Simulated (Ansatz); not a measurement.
Effect of x(Au) = 0.25, 4 atoms, C2/m on Cu

Take Cu in the fcc (Cu type) structure (space group Fm-3m, No. 225; a = 3.5638 Å) as the base.

The other end (x = 1) is Au in the fcc (Cu type) structure (space group Fm-3m, No. 225): 17.02 Å³/atom, gap zero.

Perturbation: a fraction x = 0.25 of the Cu sites is given to Au, ordered in a cell of 4 atoms (starting symmetry C2/m) and fully relaxed.

All numbers come from PBEsol, PAW, 420 eV (Ansatz, a quantum-chemistry and plane-wave program; spin-orbit coupling left out). Γ-centred 18×18×11 mesh, Fermi–Dirac width 0.05 eV, for the changed cell.

The volume per atom goes up by 1.59 Å³ (11.32 Å³ → 12.91 Å³) and the band gap remains zero. The mixing energy is 0.00 eV/atom (to 0.01 eV only: unlike meshes or grids) and the deviation of the volume from the linear (Vegard-type) interpolation is +1.3 %.

Cost of the whole job for the changed cell (relaxation, final SCF and bands): roughly 15 core-minutes.

Each cell is one ordered arrangement of few atoms, which overstates ordering effects compared with a random alloy. Whether these cells are dynamically stable was not tested. The final runs are not spin-polarised.
